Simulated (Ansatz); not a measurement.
Electronic density of states of amorphous Si24O48Cu, density 2.28 g/cm³, on a 2×2×2 Γ-centred mesh with a Gaussian width of 0.1 eV; energies count from the Fermi level, whose place inside the gap is arbitrary. Cell and mesh are small, so fine structure isn't converged. Level of theory: PBE, scalar-relativistic without spin-orbit coupling (plane waves to 420 eV, PAW; Ansatz, a first-principles code). Sampling: a 2×2×2 Γ-centred mesh; Fermi-Dirac width 0.02 eV; collinear spin, started from a total moment of 1 μB (at the end a net moment of 1.0 μB). In the spin-polarised cell the level spacing at the Fermi energy can part levels of unlike spin. At PBE the levels at both edges of the gap are localised (band-tail or defect states), and the nearest spread-out levels lie 5.6 eV apart at the zone centre.

A CHGNet melt-quench gave the starting glass, which DFT then relaxed. O atoms were pushed apart under 1.9 Å during the dynamics, to hinder bonds among them. The hot cell started wider than the set density and was brought back towards it in steps. It is the lowest in DFT energy of 2 quenches. It is a model cell: composition and starting density were chosen by hand, and all elements were melted together. No dispersion term was used. Its density started from a set value of 2.27 and ended at 2.28 g/cm³. The quench (nominally 400 K/ps over its main leg) was far faster than any real one, so the model tends to hold more defects than a real film. One small periodic cell is one sample of the glass; other quenches scatter about these values. The volume was free in the relaxation, at fixed shape. Stress components on the final sampling reach 1.4 GPa.

(E - EF (eV), states/(eV atom)): (-12.00, 0.11); (-11.90, 0.05); (-11.80, 0.02); (-11.70, 0.08); (-11.60, 0.15); (-11.50, 0.17); (-11.40, 0.17); (-11.30, 0.19); (-11.20, 0.23); (-11.10, 0.20); (-11.00, 0.20); (-10.90, 0.20); (-10.80, 0.18); (-10.70, 0.16); (-10.60, 0.15); (-10.50, 0.13); (-10.40, 0.14); (-10.30, 0.22); (-10.20, 0.24); (-10.10, 0.21); (-10.00, 0.18); (-9.90, 0.18); (-9.80, 0.24); (-9.70, 0.25); (-9.60, 0.18); (-9.50, 0.15); (-9.40, 0.15); (-9.30, 0.19); (-9.20, 0.19); (-9.10, 0.15); (-9.00, 0.16); (-8.90, 0.21); (-8.80, 0.28); (-8.70, 0.31); (-8.60, 0.34); (-8.50, 0.35); (-8.40, 0.33); (-8.30, 0.38); (-8.20, 0.48); (-8.10, 0.54); (-8.00, 0.54); (-7.90, 0.58); (-7.80, 0.61); (-7.70, 0.46); (-7.60, 0.37); (-7.50, 0.50); (-7.40, 0.51); (-7.30, 0.35); (-7.20, 0.20); (-7.10, 0.26); (-7.00, 0.29); (-6.90, 0.17); (-6.80, 0.07); (-6.70, 0.16); (-6.60, 0.31); (-6.50, 0.30); (-6.40, 0.22); (-6.30, 0.27); (-6.20, 0.30); (-6.10, 0.40); (-6.00, 0.48); (-5.90, 0.52); (-5.80, 0.57); (-5.70, 0.55); (-5.60, 0.61); (-5.50, 0.63); (-5.40, 0.64); (-5.30, 0.69); (-5.20, 0.73); (-5.10, 0.73); (-5.00, 0.74); (-4.90, 0.74); (-4.80, 0.77); (-4.70, 0.80); (-4.60, 0.78); (-4.50, 0.85); (-4.40, 0.89); (-4.30, 0.82); (-4.20, 0.83); (-4.10, 0.86); (-4.00, 0.84); (-3.90, 0.92); (-3.80, 1.08); (-3.70, 0.94); (-3.60, 0.79); (-3.50, 0.78); (-3.40, 0.73); (-3.30, 0.71); (-3.20, 0.66); (-3.10, 0.59); (-3.00, 0.54); (-2.90, 0.36); (-2.80, 0.20); (-2.70, 0.22); (-2.60, 0.18); (-2.50, 0.10); (-2.40, 0.10); (-2.30, 0.13); (-2.20, 0.07); (-2.10, 0.05); (-2.00, 0.07); (-1.90, 0.06); (-1.80, 0.10); (-1.70, 0.11); (-1.60, 0.13); (-1.50, 0.15); (-1.40, 0.12); (-1.30, 0.11); (-1.20, 0.05); (-1.10, 0.01); (-1.00, 0.03); (-0.90, 0.08); (-0.80, 0.07); (-0.70, 0.07); (-0.60, 0.02); (-0.50, 0.02); (-0.40, 0.07); (-0.30, 0.04); (-0.20, 0.01); (-0.10, 0.00); (0.00, 0.00); (0.10, 0.00); (0.20, 0.01); (0.30, 0.04); (0.40, 0.07); (0.50, 0.02); (0.60, 0.00); (0.70, 0.00); (0.80, 0.00); (0.90, 0.00); (1.00, 0.00); (1.10, 0.00); (1.20, 0.00); (1.30, 0.00); (1.40, 0.00); (1.50, 0.01); (1.60, 0.09); (1.70, 0.13); (1.80, 0.04); (1.90, 0.00); (2.00, 0.00); (2.10, 0.00); (2.20, 0.00); (2.30, 0.01); (2.40, 0.10); (2.50, 0.13); (2.60, 0.03); (2.70, 0.00); (2.80, 0.01); (2.90, 0.03); (3.00, 0.04); (3.10, 0.02); (3.20, 0.02); (3.30, 0.04); (3.40, 0.07); (3.50, 0.10); (3.60, 0.10); (3.70, 0.08); (3.80, 0.09); (3.90, 0.12); (4.00, 0.13); (4.10, 0.12); (4.20, 0.15); (4.30, 0.14); (4.40, 0.15); (4.50, 0.14); (4.60, 0.17); (4.70, 0.20); (4.80, 0.20); (4.90, 0.21); (5.00, 0.23); (5.10, 0.22); (5.20, 0.22); (5.30, 0.27); (5.40, 0.28); (5.50, 0.27); (5.60, 0.30); (5.70, 0.33); (5.80, 0.38); (5.90, 0.45); (6.00, 0.53); (6.10, 0.52); (6.20, 0.49); (6.30, 0.54)

The level spacing at the Fermi energy on this mesh is 0.72 eV; the broadening fills part of it in the curve.
